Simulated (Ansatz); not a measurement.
## A computed series for KTaO3: pressure series

Consider KTaO3 in the cubic perovskite structure (space group Pm-3m, No. 221).

```yaml
crystal:
  lattice:
    - [4.02318, 0.00000, 0.00000]
    - [0.00000, 4.02318, 0.00000]
    - [0.00000, 0.00000, 4.02318]
  atoms:
    - { symbol: K, position: [0.00000, 0.00000, 0.00000] }
    - { symbol: Ta, position: [0.50000, 0.50000, 0.50000] }
    - { symbol: O, position: [0.00000, 0.50000, 0.50000] }
    - { symbol: O, position: [0.50000, 0.50000, 0.00000] }
    - { symbol: O, position: [0.50000, 0.00000, 0.50000] }
```

Cell and atoms are relaxed at each pressure.

Computed with PBE/PAW in Ansatz (a first-principles code), no spin-orbit coupling, earlier PAW set.

```json
[
 {"P (GPa)": "-1.98", "V (Å³/atom)": "13.165"},
 {"P (GPa)": "-0.98", "V (Å³/atom)": "13.093"},
 {"P (GPa)": "1.80", "V (Å³/atom)": "12.903"},
 {"P (GPa)": "4.20", "V (Å³/atom)": "12.751"},
 {"P (GPa)": "9.00", "V (Å³/atom)": "12.473"},
 {"P (GPa)": "18.00", "V (Å³/atom)": "12.026"},
 {"P (GPa)": "30.00", "V (Å³/atom)": "11.537"},
 {"P (GPa)": "45.00", "V (Å³/atom)": "11.041"},
 {"P (GPa)": "60.00", "V (Å³/atom)": "10.634"}
]
```

Question: Fit a third-order Birch–Murnaghan equation of state.

Answer: Least squares on P(V) = (3B₀/2)[(V₀/V)^(7/3) − (V₀/V)^(5/3)]·[1 + (3/4)(B₀′ − 4)((V₀/V)^(2/3) − 1)] gives V₀ = 13.02 Å³/atom, B₀ = 190 GPa and B₀′ = 4.4.

Measured bulk modulus of KTaO3: 220 GPa (temperature not stated; as listed in S. Tinte et al., Phys. Rev. B (1998)); the computed value is for a static lattice, so the two differ by thermal effects too.

Between the base and pressure 18 GPa the gap moves from 2.17 eV to 2.35 eV, a mean slope of 10.0 meV/GPa.

Spin-orbit coupling, missing from the scalar runs, can matter with Ta. Load acts through the strain it causes; cell and atoms are relaxed under it. Stability against distortions was not tested. No other phases were tried under pressure.
